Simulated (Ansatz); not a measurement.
The starting structures come from a database of crystals and need not be the phases stable at ambient conditions.

Evanescent states of N2 (P4_2/mnm, not sure to be the ambient phase, 4 atoms a cell, 22.3 Å³ an atom, -2 GPa at this level) along the normal of (100)

These are r2SCAN (plane waves, PAW; Ansatz, a quantum-chemistry and plane-wave program) values and carry that method's errors.

The gap is the functional's own. No spin-orbit coupling. Mid-gap values are interpolated on the energy grid.

Energies count from the valence-band top; κ is the least over a 8×6 mesh across the current.

| E (eV) | κ (1/Å) | where |
|---|---|---|
| 0.17 | 0.435 | off Γ |
| 0.51 | 0.724 | off Γ |
| 0.85 | 0.809 | off Γ |
| 1.19 | 0.858 | off Γ |
| 1.53 | 0.895 | off Γ |
| 1.87 | … | off Γ |
| 2.21 | … | off Γ |
| 2.55 | … | Γ |
| 2.89 | … | Γ |
| 3.23 | … | Γ |
| 3.57 | … | Γ |
| 3.91 | … | Γ |
| 4.25 | … | Γ |
| 4.59 | … | Γ |
| 4.93 | … | Γ |
| 5.27 | … | Γ |
| 5.61 | … | Γ |
| 5.95 | 0.613 | Γ |
| 6.29 | 0.562 | Γ |
| 6.63 | 0.500 | Γ |
| 6.97 | 0.420 | Γ |
| 7.31 | 0.307 | Γ |

**Question.** Some entries are withheld; supply them.

**Answer.** 
- 1.87, κ (1/Å): 0.925
- 2.21, κ (1/Å): 0.950
- 2.55, κ (1/Å): 0.967
- 2.89, κ (1/Å): 0.921
- 3.23, κ (1/Å): 0.886
- 3.57, κ (1/Å): 0.854
- 3.91, κ (1/Å): 0.825
- 4.25, κ (1/Å): 0.795
- 4.59, κ (1/Å): 0.764
- 4.93, κ (1/Å): 0.732
- 5.27, κ (1/Å): 0.697
- 5.61, κ (1/Å): 0.657
